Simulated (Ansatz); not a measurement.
Ansatz (a quantum-chemistry and plane-wave program) run on SnO (P4mm, 4 atoms in the cell): self-consistent single point.

Computed with PBEsol, default PAW files made with PBE (plane waves; Ansatz).

The change in words: lattice scaled by 0.98; basis.ecutwfc: 420 eV → 230 eV. Reference geometry:
```yaml
crystal:
  lattice:
    - [3.78100, 0.00000, 0.00000]
    - [0.00000, 3.78100, 0.00000]
    - [0.00000, 0.00000, 4.81580]
  atoms:
    - { symbol: Sn, position: [0.50000, 0.00000, 0.77238] }
    - { symbol: Sn, position: [0.00000, 0.50000, 0.23800] }
    - { symbol: O, position: [0.50000, 0.50000, 0.00000] }
    - { symbol: O, position: [0.00000, 0.00000, 0.00000] }
```

Reference input (self-consistent single point, DFT, PBEsol, plane waves, default PAW files made with PBE): basis.ecutwfc = 420 eV; kpoints.mp_grid.grid = 7 7 5; hamiltonian.xc = pbesol; hamiltonian.pseudopotentials = {kind: paw} (the program's default PAW files); scf.occupations.method = fermi_dirac; scf.occupations.width = 0.02 eV. This run's input differs from it in these lines:

Ansatz 0.2 input:
```diff
@@ -2,5 +2,5 @@
   lattice:
-    - [3.781000, 0.000000, 0.000000]
-    - [0.000000, 3.781000, 0.000000]
-    - [0.000000, 0.000000, 4.815800]
+    - [3.705380, 0.000000, 0.000000]
+    - [0.000000, 3.705380, 0.000000]
+    - [0.000000, 0.000000, 4.719484]
   atoms:
@@ -11,3 +11,3 @@
 basis:
-  ecutwfc: 420.0
+  ecutwfc: 230.0
 kpoints:
```

Output (repeated stretches shortened):

```
SCF iter   1: F=—  HF=-13013.324332 eV  |F-HF|=—  |Δ(HF+E_count)|=         —  Δρ=7.47e-2  dr2=1.74e0  ethr=1.77e-3  ⟨swp⟩=6.1  Hψ=3079  notcnv=0
all-band conjugate gradients solve this SCF's bands
preconditioner: auto → LDOS
SCF iter   2: F=—  HF=-13013.157714 eV  |F-HF|=—  |Δ(HF+E_count)|=   1.67e-1  Δρ=5.26e-2  dr2=1.22e0  ethr=1.77e-3  ⟨swp⟩=3.0  Hψ=1780  notcnv=0
   [... lines left out ...]
SCF iter   5: F=—  HF=-13012.762165 eV  |F-HF|=—  |Δ(HF+E_count)|=   4.13e-4  Δρ=2.90e-4  dr2=8.91e-5  ethr=4.26e-6  ⟨swp⟩=2.0  Hψ=924  notcnv=0
SCF iter   6: F=—  HF=-13012.762153 eV  |F-HF|=—  |Δ(HF+E_count)|=   1.16e-5  Δρ=8.08e-5  dr2=4.59e-6  ethr=2.23e-7  ⟨swp⟩=2.3  Hψ=1031  notcnv=0
SCF iter   7: F=—  HF=-13012.762153 eV  |F-HF|=—  |Δ(HF+E_count)|=   4.41e-7  Δρ=2.68e-5  dr2=7.46e-7  ethr=1.15e-8  ⟨swp⟩=3.0  Hψ=1319  notcnv=0
SCF iter   8: F=-13012.762153 eV  HF=-13012.762153 eV  |F-HF|=4.55e-10  |Δ(HF+E_count)|=   9.44e-8  Δρ=4.61e-6  dr2=1.39e-8  ethr=2.50e-10  ⟨swp⟩=3.4  Hψ=2856  notcnv=0
SCF 1 converged in 8 iterations: F = -13012.762153 eV  dr2 = 1.39e-8
Free energy (F): -13012.762153 eV
Internal energy: -13012.761993 eV  (E = F + TS)
E sigma→0 (E₀):  -13012.762073 eV
Entropy (-TS):   -0.000160 eV (-0.040 meV/atom)
Fermi energy:    11.343706 eV
--- Forces (eV/Å), atoms counted from 1 ---
  atom   1  Sn     0.00000000     0.00000000    -2.26706981
  atom   2  Sn    -0.00000000     0.00000000     1.69849406
  atom   3  O     -0.00000000     0.00000000     0.28429022
  atom   4  O      0.00000000     0.00000000     0.28429022
--- Stress (GPa, compression-positive) ---
       15.312153       0.000000       0.000000
        0.000000      15.312153       0.000000
        0.000000       0.000000       9.629285
  P = ⅓ Tr σ = 13.4179 GPa (134.179 kbar)
  The stress holds the Pulay correction. Without it, at fixed plane waves, as pw.x and ABINIT print it: P = -89.0198 GPa
```

The run converged in 8 iterations. Against the reference run the free energy rises by 2.15 eV/atom, the pressure goes from 3.39 to 13.42 GPa, the largest force goes from 0.996 to 2.267 eV/Å and the gap on the mesh goes from 0.352 to 0.152 eV.

The starting cell has typed, rounded lattice constants, without a prior relaxation at this level. Its lattice was rescaled by up to half a per cent. One atom was moved a little off its site on purpose. For this run, on top of that: lattice scaled by 0.98. Forces in this geometry exceed 1 eV/Å. Ansatz's pressure includes its estimate of the finite-basis (Pulay) stress. Without the estimate this run gives -89.02 GPa. The cutoff lies below the one recommended for these files.
